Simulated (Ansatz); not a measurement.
# A computed series for Pd: response to strain

Consider Pd in the fcc (Cu type) structure (space group Fm-3m, No. 225; relaxed with 0.1 eV smearing).

```
Pd
1.0
    0.00000     1.93885     1.93885
    1.93885     0.00000     1.93885
    1.93885     1.93885     0.00000
Pd
1
Direct
  0.00000   0.00000   0.00000
```

Cartesian axes are those of the cell as printed.

Strains are applied to the cell and any free atomic positions relax; under biaxial strain the out-of-plane vector relaxes too.

Level of theory: DFT with PBEsol, PAW potentials and a 420 eV plane-wave cutoff in Ansatz (an electronic-structure program), scalar-relativistic without spin-orbit coupling.

| biaxial strain, plane normal [111], relaxed out of plane (%) | out-of-plane strain (%) |
|---|---|
| -2.5 | 2.34 |
| -2.08 | ? |
| -1.67 | 1.55 |
| -1.25 | 1.15 |
| -0.83 | 0.76 |
| -0.42 | 0.38 |
| 0 | 0.00 |

Problem. Fit ε⊥ = −νε + γε² (strains in %) to the rows shown and predict the withheld row.

Solution. Least squares on the printed values gives ν = 0.91 (the biaxial Poisson response) and γ = 0.012 (largest residual 0.00 %); this predicts 1.94 %, and the run gives 1.94 %, in agreement.

Whether these cells are dynamically stable was not tested. The final runs are not spin-polarised.
